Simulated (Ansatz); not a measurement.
An Ansatz (a quantum-chemistry and plane-wave program) run: NiSi2 with a change (isotropic strain +1.00 %); r2SCAN, PAW, 500 eV (Ansatz; scalar-relativistic without spin-orbit coupling).

Input:

Ansatz 0.2 input:
```yaml
crystal:
  lattice:
    - [0, 2.7204519934, 2.7204519934]
    - [2.7204519934, 0, 2.7204519934]
    - [2.7204519934, 2.7204519934, 0]
  atoms:
    - { symbol: Ni, position: [0, 0, 0] }
    - { symbol: Si, position: [0.25, 0.25, 0.25] }
    - { symbol: Si, position: [0.75, 0.75, 0.75] }
basis: { ecutwfc: 500, ecutrho_ratio: 4, xc_grid: 4, fft_grid_basis: typed }
kpoints: { mp_grid: { grid: [15, 15, 15] } }
hamiltonian:
  xc: r2scan
  dispersion: none
  pseudopotentials: { kind: paw }
scf: { occupations: { method: fermi_dirac, width: 0.05 }, convergence: { dr2_threshold: 0.0000000003 } }
relax: { f_tol: 0.005, max_steps: 50 }
output: { forces: true, stress: true }
checkpoint: { write: state.ck, write_every: 1000 }
```

Output (explanatory and most iteration lines left out):

```
Relaxation: its limit of steps is 50 (relax.max_steps)
Pseudopotential: Ni, paw, valence charge 18
Pseudopotential: Si, paw, valence charge 4
Crystal: 3 atoms, lattice volume = 40.267 Å³
Basis set: ecut = 500 eV, 965 PW (Γ), exchange–correlation on 120×120×120 points (64 copies of the dense FFT grid, shifted against one another)
Bands: 17, of which v1, the nominal top of the filled ones, is band 13 counted from 1 (12 counted from 0)
Symmetry: 48 space group operations
Space group: Fm-3m (ITA 225), of the structure as read, at distance tolerance 3.4e-5 Å
k-points: 120 of 3375
Functional: x = r2scan, c = r2scan; τ floored in thin density (d = 2e-4 eV/Å³)
SCF iter   1: F=—  HF=-7124.399190 eV  |F-HF|=—  |Δ(HF+E_count)|=         —  Δρ=1.56e-2  dr2=1.02e-1  dr2_τ=6.56e-2  ethr=1.77e-3  ⟨swp⟩=5.8  Hψ=10839  notcnv=0
SCF iter   2: F=—  HF=-7124.475506 eV  |F-HF|=—  |Δ(HF+E_count)|=   7.63e-2  Δρ=1.78e-2  dr2=6.88e-2  dr2_τ=5.29e-4  ethr=3.93e-4  ⟨swp⟩=2.5  Hψ=4692  notcnv=0  defer=2
SCF 1 converged in 11 iterations: F = -7124.464378 eV  dr2 = 9.06e-11
relax step   1: F+E_penalty+E_count = -7124.46437757 eV  Δ(F+E_penalty+E_count) = +0.000e0 eV  max|allowed force component| = 3.238e-17 eV/Å  Δτ_max = 0.0000 Å  (11 SCF iters, accepted)
Crystal: 3 atoms, lattice volume = 40.267 Å³
SCF iter   1: F=—  HF=-7124.464378 eV  |F-HF|=—  |Δ(HF+E_count)|=         —  Δρ=5.06e-7  dr2=9.06e-11  dr2_τ=1.51e-13  ethr=1.00e-12  ⟨swp⟩=2.5  Hψ=11325  notcnv=0  defer=2
SCF iter   2: F=-7124.464378 eV  HF=-7124.464378 eV  |F-HF|=1.28e-10  |Δ(HF+E_count)|=  6.37e-12  Δρ=7.34e-7  dr2=1.22e-10  dr2_τ=5.63e-13  ethr=1.00e-12  ⟨swp⟩=4.5  Hψ=7279  notcnv=0
SCF 2 converged in 2 iterations: F = -7124.464378 eV  dr2 = 1.22e-10
SCF converged after 2 iterations
Free energy (F): -7124.464378 eV
Internal energy: -7124.458955 eV  (E = F + TS)
E sigma→0 (E₀):  -7124.461666 eV
Entropy (-TS):   -0.005423 eV (-1.808 meV/atom)
Fermi energy:    12.974053 eV
--- Forces (eV/Å), atoms counted from 1 ---
  atom   1  Ni     0.00000000     0.00000000    -0.00000000
  atom   2  Si    -0.00000000    -0.00000000     0.00000000
  atom   3  Si    -0.00000000    -0.00000000    -0.00000000
--- Stress (GPa, compression-positive) ---
       -4.572337       0.000000      -0.000000
       -0.000000      -4.572337       0.000000
       -0.000000       0.000000      -4.572337
  P = ⅓ Tr σ = -4.5723 GPa (-45.723 kbar)
--- Relaxed structure (1 steps of the walk, 1 accepted, 0 SCFs on fresh bases) ---
  atoms:
    - { symbol: Ni, position: [0.0, 0.0, 0.0] }
    - { symbol: Si, position: [0.24999999999999997, 0.24999999999999997, 0.24999999999999997] }
    - { symbol: Si, position: [0.7499999999999999, 0.7499999999999999, 0.7499999999999999] }
```

Stability against distortions was not tested. The final runs are not spin-polarised. The cell was made from NiSi2 (space group Fm-3m, No. 225; non-magnetic) by this change: isotropic strain +1.00 %.
